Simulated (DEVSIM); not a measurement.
Structure: illuminated Si n-on-p cell, one wavelength, at 300 K.

Layer 1 from the left is Si, thickness (μm) 0.630, Nd (cm⁻³) 1.6e18, τn (s) 0.00024, τp (s) 3.1e-6, absorption coefficient (cm⁻¹) 5200. Layer 2 from the left is Si, thickness (μm) 74.0, Na (cm⁻³) 1.6e17, τn (s) 0.00028, τp (s) 0.00028, absorption coefficient (cm⁻¹) 5200.

Left contact: ohmic, minority hole recombination velocity 1e5 cm/s. Right contact: ohmic, minority electron recombination velocity 90000 cm/s. Voltage is applied to the left contact. Recombination: SRH at mid-gap, radiative, Auger. Gap narrowing is on: ΔEg = 6.92 meV × (l + √(l² + 0.5)), l = ln(N/1.3e17 cm⁻³), shared equally by both band edges. Light enters at the left, 6e16 photons cm⁻² s⁻¹, one pass, no reflection. Mobility is μmin + (μ − μmin)/(1 + (N/Nref)^α).

The device is made up for the run: typed textbook-type constants, with dimensions and the other settings drawn at random. Values at 300 K.

Si: gap (eV) 1.124, affinity (eV) 4.05, permittivity 11.7, Nc (cm⁻³) 2.86e19, Nv (cm⁻³) 3.1e19, μn (cm²/Vs) 1417, μp (cm²/Vs) 470, μn,min 52, μp,min 45, Nref,n 9.7e16, Nref,p 2.2e17, αn 0.68, αp 0.72, B (cm³/s) 4.7e-15, Cn (cm⁶/s) 2.8e-31, Cp (cm⁶/s) 9.9e-32.

Model (solved in DEVSIM): 1D drift-diffusion, Boltzmann statistics, complete ionisation; no tunnelling, impact ionisation, image-force lowering or self-heating.

Dark forward current:

```csv
|V| (V),|J| (A/cm²)
0.10,1.028e-10
0.15,6.681e-10
0.20,4.469e-9
0.25,3.045e-8
0.30,2.094e-7
0.35,1.444e-6
0.40,9.979e-6
0.45,6.898e-5
0.50,0.0004769
0.55,0.003298
0.60,0.02279
0.65,0.1569
0.70,1.056
0.75,6.259
0.80,25.70
0.85,68.99
0.90,141.2
0.95,246.1
1.00,386.1
1.05,563.0
1.10,777.8
1.15,1031
1.20,1324
1.25,1655
1.30,2026
```

Problem. Work out the local ideality factor n = ΔV / (kT/q · ln(J2/J1)) between the rows 0.15 and 0.20 V, 0.50 and 0.55 V, 1.25 and 1.30 V.

Solution. kT/q = 25.85 mV. From 0.15 to 0.20 V: ln(4.469e-9/6.681e-10) = 1.900, n = 1.02, near the 1 of diffusion or emission over a barrier. From 0.50 to 0.55 V: ln(0.003298/0.0004769) = 1.934, n = 1.00, near the 1 of diffusion or emission over a barrier. From 1.25 to 1.30 V: ln(2026/1655) = 0.202, n = 9.56.

Problem. What current could the absorbed light give at most, and what share is collected?

Solution. Σ αd = 38.8, so qΦ(1 − exp(−Σ αd)) = 9.61 mA/cm². The simulated short-circuit current is 8.528 mA/cm², a share of 0.89.

Problem. Estimate the open-circuit voltage by superposition: the voltage at which the dark current equals that short-circuit current.

Solution. Interpolating ln J in the table gives 0.575 V. The simulation gives 0.575 V, the same within the digits that matter. Superposition holds where collection doesn't change with voltage.

Problem. Estimate the fill factor from FF0 = (v − ln(v + 0.72))/(v + 1), v = qVoc/(nkT), with n from the dark curve.

Solution. The rows about Voc, 0.55 and 0.60 V, give n = 1.00, so v = 22.2 and FF0 = 0.822. The simulation gives 0.822, the same within the digits that matter.
